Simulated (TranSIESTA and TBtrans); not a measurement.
Run with TranSIESTA and TBtrans (open boundaries, self-consistent; PseudoDojo norm-conserving potentials, scalar-relativistic): PAO.BasisSize DZP, PAO.EnergyShift 0.15 eV, XC.Authors PBE, Mesh.Cutoff 200 Ry, ElectronicTemperature 300 K, TS.Voltage 0.0 eV, TBT.Elecs.Eta 0.001 eV, no spin polarisation.

Device: Ag chain with one C atom inserted. Leads: straight Ag chain, spacing 2.65 Å. Geometry: 3 atoms about the centre moved by SIESTA (PBE, DZP) to a largest force of 0.01 eV/Å, all others as built, motion along the axis alone.

Question: Predict: conductance at 300 K (G0 = 2e²/h); thermopower (μV/K); mean T from −0.5 to 0.5 eV.

Answer: conductance at 300 K (G0 = 2e²/h): 0.67; thermopower (μV/K): 4.4; mean T from −0.5 to 0.5 eV: 0.66. The straight chain is held at its spacing; free chains may zigzag or dimerise. No spin-polarised start was tried, so a magnetic state, if there is one, is missed.
